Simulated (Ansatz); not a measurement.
CaPt2 (Fd-3m), PBEsol, DFPT electron-phonon coupling, linearised Boltzmann equation run with Ansatz (a quantum-chemistry and plane-wave program): phonon-limited resistivity 26.4 μΩ·cm at 300 K, 34.7 μΩ·cm at 400 K, current-weighted mean free path 4.9 nm.

Problem. What temperature coefficient of resistance follows, and how does it compare with 1/T?

Solution. (ρ₄₀₀ − ρ₃₀₀)/(100 K × ρ₃₀₀) = 3.14×10⁻³ K⁻¹, against 1/T = 3.33×10⁻³ K⁻¹ for a resistivity proportional to T. Impurities would add a constant and lower it.

Problem. What is the classical skin depth at 10 GHz (nonmagnetic, μ₀ = 1.257×10⁻⁶ H/m)?

Solution. δ = √(ρ/(π f μ₀)) = 2590 nm.

Problem. Estimate the resistivity of a 20 nm square wire with diffuse walls from ρ ≈ ρ₀(1 + 3ℓ/4d).

Solution. 1 + 0.75 × 4.9/20 = 1.18, so ρ ≈ 31.3 μΩ·cm and a line 1 μm long has 781 Ω. The formula is the free-electron limit for d well above ℓ; grain boundaries add to it.

A metal at this level (no band gap). Only scattering by harmonic phonons is included (no impurities, grain boundaries, electron-electron scattering or thermal expansion). Spin-orbit coupling is left out, which matters with elements this heavy. Halving the electron mesh (20x20x20) moves the resistivity by up to 8 % at 300 K, the mean free path by up to 5 %. Smearing 0.20 eV; phonons on a 3x3x3 q mesh, which this run doesn't test.

Computed structure with no diffraction record at hand here (it may be known, metastable or hypothetical): CaPt2 (Fd-3m).
